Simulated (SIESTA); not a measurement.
SIESTA run on BaAlGe (P-6m2, 3 atoms in the cell): self-consistent single point

Method of the run: GGA PBEsol, numerical atomic orbitals DZP, PseudoDojo PBEsol standard norm-conserving potentials (rewritten from UPF to PSML) (SIESTA).

The input file:

```
# files in the folder: Ba.psml Al.psml Ge.psml (PseudoDojo PBEsol standard)
SystemName  BaAlGe
SystemLabel BaAlGe

NumberOfAtoms                3
NumberOfSpecies              3
%block ChemicalSpeciesLabel
  1 56 Ba
  2 13 Al
  3 32 Ge
%endblock ChemicalSpeciesLabel
LatticeConstant              1.0 Ang
%block LatticeVectors
     4.437496000    0.000000000    0.000000000
    -2.218748000    3.842984000    0.000000000
     0.000000000    0.000000000    5.329712000
%endblock LatticeVectors
AtomicCoordinatesFormat      Ang
%block AtomicCoordinatesAndAtomicSpecies
     0.000000000    0.000000000    0.000000000  1
     2.218750219    1.280993386    2.664856000  2
    -0.000002219    2.561990614    2.664856000  3
%endblock AtomicCoordinatesAndAtomicSpecies

XC.functional                GGA
XC.authors                   PBEsol
PAO.BasisSize                DZP
PAO.EnergyShift              0.005 Ry
MeshCutoff                   400 Ry
%block kgrid.MonkhorstPack
    6   0   0  0.0
    0   6   0  0.0
    0   0   4  0.0
%endblock kgrid.MonkhorstPack
OccupationFunction           FD
ElectronicTemperature        100.0 meV

MaxSCFIterations             150
SCF.Mixer.Method             Pulay
SCF.Mixer.Weight             0.25
SCF.Mixer.History            8
SCF.DM.Tolerance             1.0E-05
Diag.ParallelOverK           true
WriteForces                  true
```

Output, abridged:

```
reinit: Reading from file input.fdf

reinit: System Name: BaAlGe
reinit: System Label: BaAlGe

coor:   Atomic-coordinates input format  =     Cartesian coordinates
coor:                                          (in Angstroms)

siesta: Atomic coordinates (Bohr) and species
siesta:      0.00000   0.00000   0.00000  1        1
siesta:      4.19283   2.42073   5.03585  2        2
siesta:     -0.00000   4.84146   5.03585  3        3

siesta: System type = bulk

initatomlists: Number of atoms, orbitals, and projectors:      3    40    54

siesta: ******************** Simulation parameters ****************************
redata: Spin configuration                          = none
redata: Time-Reversal Symmetry                      = T
redata: Number of Atomic Species                    =        3
redata: Mesh Cutoff                                 =   400.0000 Ry
redata: Net charge of the system                    =     0.0000 |e|
redata: Min. number of SCF Iter                     =        0
redata: Max. number of SCF Iter                     =      150
redata: SCF convergence failure will abort job
redata: SCF mix quantity                            = Hamiltonian
redata: Mix DM or H after convergence               =   F
redata: Recompute H after scf cycle                 =   F
redata: Mix DM in first SCF step                    =   T
redata: No kicks to SCF
redata: DM Mixing Weight for Kicks                  =     0.5000
redata: Require Harris convergence for SCF          =   F
redata: Harris energy tolerance for SCF             =     0.000100 eV
redata: Require DM convergence for SCF              =   T
redata: DM tolerance for SCF                        =     0.000010
redata: Require EDM convergence for SCF             =   F
redata: EDM tolerance for SCF                       =     0.001000 eV
redata: Require H convergence for SCF               =   T
redata: Hamiltonian tolerance for SCF               =     0.001000 eV
redata: Require (free) Energy convergence for SCF   =   F
redata: (free) Energy tolerance for SCF             =     0.000100 eV
redata: Using DFT-D3 dispersion                     =   F
redata: Using Saved Data (generic)                  =   F
redata: Method of Calculation                       = Diagonalization
redata: Electronic Temperature                      =  1160.4518 K
redata: Number of TDED substeps                     =        3
redata: Dynamics option                             = Single-point calculation
redata: Save all siesta data in one NC              =   F
redata: ***********************************************************************

%block SCF.Mixers
  Pulay
%endblock SCF.Mixers

%block SCF.Mixer.Pulay
  # Mixing method
  method pulay
  variant stable

  # Mixing options
  weight 0.2500
  weight.linear 0.2500
  history 8
%endblock SCF.Mixer.Pulay

DM_history_depth set to one: no extrapolation allowed by default for geometry relaxation
Size of DM history Fstack: 1
Total number of electrons:    27.000000
Total ionic charge:    27.000000

* ProcessorY, Blocksize:    1  41

* Orbital distribution balance (max,min):    40    40

k-point displ. along   1 input, could be:     0.00    0.50
k-point displ. along   2 input, could be:     0.00    0.50
k-point displ. along   3 input, could be:     0.00    0.50
 Kpoints in:           96 . Kpoints trimmed:           89

siesta: k-grid: Number of k-points = 89
siesta: k-points from Monkhorst-Pack grid
siesta: k-cutoff (effective) =    10.659 Ang
siesta: k-point supercell and displacements
siesta: k-grid:     6     0     0      0.000
siesta: k-grid:     0     6     0      0.000
siesta: k-grid:     0     0     4      0.000

diag: Algorithm                                     = D&C
diag: Parallel over k                               =   F
diag: Use parallel 2D distribution                  =   F
diag: Parallel block-size                           = 41
diag: Parallel distribution                         =     1 x     1
diag: Used triangular part                          = Lower
diag: Absolute tolerance                            =  0.100E-15
diag: Orthogonalization factor                      =  0.100E-05
diag: Memory factor                                 =  1.0000

superc: Internal auxiliary supercell:     7 x     7 x     5  =     245
superc: Number of atoms, orbitals, and projectors:    735   9800  13230

                        Single-point calculation

superc: Internal auxiliary supercell:     7 x     7 x     5  =     245
superc: Number of atoms, orbitals, and projectors:    735   9800  13230

outcell: Unit cell vectors (Ang):
        4.437496    0.000000    0.000000
       -2.218748    3.842984    0.000000
        0.000000    0.000000    5.329712

outcell: Cell vector modules (Ang)   :    4.437496    4.437496    5.329712
outcell: Cell angles (23,13,12) (deg):     90.0000     90.0000    120.0000
outcell: Cell volume (Ang**3)        :     90.8888
new_DM -- step:     1
Initializing Density Matrix...

Attempting to read DM from file... Failed...
DM filled with atomic data:

InitMesh: MESH = 48 x 48 x 72 = 165888
InitMesh: Mesh cutoff (required, used) =   400.000   431.169 Ry

stepf: Fermi-Dirac step function

        iscf     Eharris(eV)        E_KS(eV)     FreeEng(eV)     dDmax    Ef(eV) dHmax(eV)
   scf:    1    -3243.133800    -3251.100331    -3251.159803  2.079102 -4.540935  2.607259
   scf:    2    -3251.478132    -3251.309178    -3251.362923  0.169179 -4.477138  1.473542
   scf:    3    -3251.419382    -3251.375213    -3251.424061  0.116195 -4.425133  0.508102
   scf:    4    -3251.383147    -3251.379925    -3251.429992  0.037537 -4.411848  0.063908
   scf:    5    -3251.379977    -3251.379968    -3251.430110  0.006442 -4.413354  0.023785
   scf:    6    -3251.380132    -3251.380054    -3251.430123  0.002002 -4.414171  0.007488
   scf:    7    -3251.380124    -3251.380090    -3251.430127  0.002124 -4.413890  0.000679
   scf:    8    -3251.380068    -3251.380079    -3251.430128  0.000182 -4.413738  0.000041
   scf:    9    -3251.380077    -3251.380078    -3251.430128  0.000015 -4.413734  0.000091
   scf:   10    -3251.380079    -3251.380078    -3251.430128  0.000013 -4.413739  0.000002
   scf:   11    -3251.380078    -3251.380078    -3251.430128  0.000000 -4.413739  0.000001

SCF Convergence by DM+H criterion
max |DM_out - DM_in|         :     0.0000003845
max |H_out - H_in|      (eV) :     0.0000011837
SCF cycle converged after 11 iterations

Using DM_out to compute the final energy and forces

siesta: E_KS(eV) =            -3251.3801

siesta: E_KS - E_eggbox =     -3251.3801

siesta: Atomic forces (eV/Ang):
     1    0.000024   -0.000014   -0.000000
     2   -0.000159    0.000092    0.000000
     3    0.000134   -0.000078    0.000000
   Tot   -0.000001   -0.000000   -0.000000
   Max    0.000159
   Res    0.000081    sqrt( Sum f_i^2 / 3N )
   Max    0.000159    constrained

Stress tensor Voigt[x,y,z,yz,xz,xy] (kbar):       -7.71       -7.59        8.59       -0.00       -0.00        0.10
(Free)E + p*V (eV/cell)    -3251.3034
Target enthalpy (eV/cell)    -3251.4301

siesta: Program's energy decomposition (eV):
siesta: Ebs     =      -545.229391
siesta: Eions   =      3869.779952
siesta: Ena     =       540.521441
siesta: Ekin    =      2019.069443
siesta: Enl     =     -1163.458050
siesta: Eso     =         0.000000
siesta: Edftu   =         0.000000
siesta: DEna    =        14.886362
siesta: DUscf   =         0.495170
siesta: DUext   =         0.000000
siesta: Ex      =      -738.243251
siesta: Ec      =       -54.871243
siesta: Exc     =      -793.114493
siesta: Eharris =     -3251.380078
siesta: Etot    =     -3251.380078
siesta: FreeEng =     -3251.430128

siesta: Stress tensor (static) (eV/Ang**3):
siesta:    -0.004811    0.000064   -0.000000
siesta:     0.000064   -0.004736   -0.000000
siesta:    -0.000000   -0.000000    0.005364

siesta: Cell volume =         90.888784 Ang**3

siesta: Pressure (static):
siesta:                Solid            Molecule  Units
siesta:           0.00001519          0.00001520  Ry/Bohr**3
siesta:           0.00139440          0.00139600  eV/Ang**3
siesta:           2.23407617          2.23663530  kBar
```

The run converged in 11 iterations.

The starting cell comes from a database of computed structures (which also holds hypothetical and non-ambient phases and stackings), without a prior relaxation at this level. Its lattice was rescaled by a random factor within 2.5 % of one. Values carry the incompleteness of an atom-centred basis.

Cost on one core of a shared machine: roughly 70 s.
